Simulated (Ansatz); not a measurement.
## A self-consistent single point of Lu3TlC (P4mm, 5 atoms in the cell) with Ansatz

Level of theory: LDA (PW92), default PAW files made with PBE (plane waves; Ansatz, a quantum-chemistry and plane-wave program).

The input file:

Ansatz 0.2 input:
```yaml
crystal:
  lattice:
    - [4.73183200, 0.00000000, 0.00000000]
    - [0.00000000, 4.73183200, 0.00000000]
    - [0.00000000, 0.00000000, 4.73183200]
  atoms:
    - { symbol: Lu, position_ang: [2.36591600, 0.00000000, 2.36591600] }
    - { symbol: Lu, position_ang: [0.05000127, 2.36591600, 2.36591600] }
    - { symbol: Lu, position_ang: [2.36591600, 2.36591600, 0.00000000] }
    - { symbol: Tl, position_ang: [0.00000000, 0.00000000, 0.00000000] }
    - { symbol: C, position_ang: [2.36591600, 2.36591600, 2.36591600] }
basis:
  ecutwfc: 420.0
kpoints:
  mp_grid:
    grid: [7, 7, 7]
hamiltonian:
  xc: lda
  pseudopotentials:
    kind: paw
scf:
  occupations:
    method: gaussian
    width: 0.1
output:
  forces: true
  eigenvalues: true
  stress: true
```

Log, with long lists cut:

```
WARN ansatz: RAYON_NUM_THREADS=1 ignored (pool sized by the plan → 1); use --threads N
Pseudopotentials: kind: paw
Pseudopotential: Lu, paw, valence charge 25
Pseudopotential: Tl, paw, valence charge 13
Pseudopotential: C, paw, valence charge 4
Crystal: 5 atoms, lattice volume = 105.947 Å³
Basis set: ecut = 420 eV, 2103 PW (Γ)
Bands: 56, of which v1, the nominal top of the filled ones, is band 46 counted from 1 (45 counted from 0)
Symmetry: 8 space group operations
Space group: P4mm (ITA 99), of the structure as read, at distance tolerance 4.7e-5 Å
k-points: 40 of 343 (time reversal used)
PAW frozen core: Lu, regenerated for the run's functional, and the local potential with it
PAW frozen core: Tl, regenerated for the run's functional, and the local potential with it
PAW frozen core: C, regenerated for the run's functional, and the local potential with it
Initial density: superposition of atomic densities (neutral atoms: chi_scale 0, normalization atom), corrected by the library's trained network
Initial wavefunctions: pseudopotential atomic-orbital guess
Eigensolver: davidson
Functional: x = slater, c = lda
SCF iter   1: F=—  HF=-54871.397123 eV  |F-HF|=—  |Δ(HF+E_count)|=         —  Δρ=5.24e-3  dr2=2.75e-2  ethr=1.77e-3  ⟨swp⟩=7.3  Hψ=9795  notcnv=0  defer=7
all-band conjugate gradients solve this SCF's bands
preconditioner: auto → Kerker (q_TF=auto, 2.665 Å⁻¹)
SCF iter   2: F=—  HF=-54871.382049 eV  |F-HF|=—  |Δ(HF+E_count)|=   1.51e-2  Δρ=2.50e-3  dr2=4.61e-3  ethr=2.99e-5  ⟨swp⟩=3.1  Hψ=5809  notcnv=0  defer=24
SCF iter   3: F=—  HF=-54871.381317 eV  |F-HF|=—  |Δ(HF+E_count)|=   7.32e-4  Δρ=1.54e-3  dr2=1.53e-3  ethr=5.02e-6  ⟨swp⟩=3.2  Hψ=5379  notcnv=0  defer=24
SCF iter   4: F=—  HF=-54871.380926 eV  |F-HF|=—  |Δ(HF+E_count)|=   3.91e-4  Δρ=6.81e-4  dr2=3.70e-4  ethr=1.66e-6  ⟨swp⟩=3.0  Hψ=4951  notcnv=0  defer=24
SCF iter   5: F=—  HF=-54871.380861 eV  |F-HF|=—  |Δ(HF+E_count)|=   6.55e-5  Δρ=2.10e-4  dr2=6.00e-5  ethr=4.02e-7  ⟨swp⟩=2.0  Hψ=3808  notcnv=0  defer=24
SCF iter   6: F=—  HF=-54871.380853 eV  |F-HF|=—  |Δ(HF+E_count)|=   7.59e-6  Δρ=8.67e-5  dr2=4.13e-6  ethr=6.53e-8  ⟨swp⟩=2.0  Hψ=3719  notcnv=0  defer=24
SCF iter   7: F=—  HF=-54871.380853 eV  |F-HF|=—  |Δ(HF+E_count)|=   2.42e-7  Δρ=2.01e-5  dr2=2.95e-7  ethr=4.49e-9  ⟨swp⟩=2.1  Hψ=3960  notcnv=0  defer=24
SCF iter   8: F=—  HF=-54871.380853 eV  |F-HF|=—  |Δ(HF+E_count)|=   1.40e-7  Δρ=1.65e-5  dr2=2.17e-7  ethr=1.09e-10  ⟨swp⟩=14.7  Hψ=16997  notcnv=0
SCF iter   9: F=-54871.380853 eV  HF=-54871.380853 eV  |F-HF|=2.33e-8  |Δ(HF+E_count)|=   3.02e-7  Δρ=4.57e-6  dr2=2.06e-8  ethr=1.09e-10  ⟨swp⟩=6.0  Hψ=14582  notcnv=0
SCF 1 converged in 9 iterations: F = -54871.380853 eV  dr2 = 2.06e-8
SCF converged after 9 iterations
Free energy (F): -54871.380853 eV
Harris-Foulkes:  -54871.380853 eV  (|F-HF|=2.33e-8)
Internal energy: -54871.378437 eV  (E = F + TS)
E sigma→0 (E₀):  -54871.379645 eV
Entropy (-TS):   -0.002416 eV (-0.483 meV/atom)
Fermi energy:    14.332136 eV
--- Per-component energies (eV) ---
  E_band       = 161.502791
  E_kinetic    = 1687.001738
  E_local      = -21032.495721  (includes V_loc(G=0)·N_el)
  E_nonlocal   = 2108.986531
  E_hartree    = 8815.211705
  E_xc         = -927.763825
  E_vxc        = -979.054096  (∫ρ·V_xc dr)
  E_paw        = -31371.339690  (= ΣΔE_a)
  E_vpaw       = 746.631754  (= ΣTr[D̂ρ^β])
  E_aug_tail   = 0.000137  (compensation charges beyond the density's cutoff)
  E_ewald      = -14157.856488
  E_core_change = 6.877176  (= ΣΔE_core)
  E_smearing   = -0.002416  (= −TS)
  E_closure    = -0.000000  (closes the sum)
  Σ components = -54871.380853   (vs F -54871.380853, Δ=0.00e0)
--- Forces (eV/Å), atoms counted from 1 ---
  atom   1  Lu     0.16692104     0.00000000     0.00000000
  atom   2  Lu    -0.49125040     0.00000000     0.00000000
  atom   3  Lu     0.16692104    -0.00000000     0.00000000
  atom   4  Tl     0.02229614     0.00000000     0.00000000
  atom   5  C      0.13510941    -0.00000000     0.00000000
  max |Σ_I F_I| component: 2.78e-6 eV/Å
--- Stress (GPa, compression-positive) ---
       -4.156961      -0.000000       0.000000
       -0.000000      -4.311676       0.000000
        0.000000       0.000000      -4.311676
  P = ⅓ Tr σ = -4.2601 GPa (-42.601 kbar)
  The stress holds the Pulay correction. Without it, at fixed plane waves, as pw.x and ABINIT print it: P = -4.3640 GPa
--- Band table (eV; the first three rows and the last of 40) ---
  k-point 0: bands = ["-41.3435", "-41.2977", "-41.2926", "-12.3023", "-12.3018", "-12.3018", "-12.0632", "-12.0594", "-12.0594", "-11.7833", "-11.7833", "-11.7819", "3.5825", "3.5827", "3.5982", "3.5982", "3.5983", "3.9186", "7.0186", "9.7552", [...]
  k-point 1: bands = ["-41.3414", "-41.2994", "-41.2930", "-12.2894", "-12.2886", "-12.2835", "-12.0699", "-12.0641", "-12.0588", "-11.8122", "-11.7928", "-11.7889", "3.5890", "3.5947", "3.5990", "3.6035", "3.6037", "4.0534", "7.1249", "9.7574", [...]
  k-point 2: bands = ["-41.3355", "-41.3048", "-41.2934", "-12.2557", "-12.2540", "-12.2331", "-12.0851", "-12.0788", "-12.0607", "-11.8816", "-11.8149", "-11.8106", "3.6010", "3.6033", "3.6154", "3.6155", "3.6219", "4.3916", "7.3870", "9.7460", [...]
  k-point 39: bands = ["-41.3145", "-41.3127", "-41.3062", "-12.4319", "-12.2991", "-12.2962", "-12.2955", "-11.9200", "-11.9169", "-11.9137", "-11.7200", "-11.7154", "3.5715", "3.5722", "3.5724", "3.6777", "3.6779", "6.2104", "8.0982", "9.7616", [...]
```

The run converged in 9 iterations.

The starting cell comes from a database of computed structures (which also holds hypothetical and non-ambient phases and stackings), without a prior relaxation at this level. Its lattice was rescaled by up to half a per cent. One atom was moved a little off its site on purpose. Spin-orbit coupling is off. With a pressure of about -4 GPa the cell is away from its equilibrium volume at this level. Ansatz's pressure includes its estimate of the finite-basis (Pulay) stress.
